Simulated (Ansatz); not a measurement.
System: 1T (CdI2-type) PtTe2. Method: PBEsol+SOC in Ansatz (PAW).

Run with plane-wave cutoff 520 eV, 18×18×12 k mesh (along the axes of the cell as run), Fermi–Dirac smearing 0.064 eV (set by the program), PAW data made under PBE.

Cell (relaxed at this level):

```yaml
crystal:
  lattice:
    - [4.04059, 0.00000, 0.00000]
    - [-2.02030, 3.49926, 0.00000]
    - [0.00000, 0.00000, 5.17083]
  atoms:
    - { symbol: Te, position: [0.33333, 0.66667, 0.26103] }
    - { symbol: Te, position: [0.66667, 0.33333, 0.73897] }
    - { symbol: Pt, position: [0.00000, 0.00000, 0.00000] }
```

Estimate the elastic constant C33, elastic constant C44, elastic constant C12, elastic constant C11, elastic constant C13 and elastic constant C66 that the calculation returns.


- elastic constant C33: 62.4 GPa
- elastic constant C44: 38.9 GPa
- elastic constant C12: 53.6 GPa
- elastic constant C11: 161 GPa
- elastic constant C13: 39.1 GPa
- elastic constant C66: 53.6 GPa

Note: the cell comes from a level without a dispersion term, which matters for the spacing of layers, chains or molecules.

Elastic constants are with the ions relaxed.

Computed values are for the static lattice.

The result took around 6 core-hours (rough).

Ansatz is an electronic-structure program.
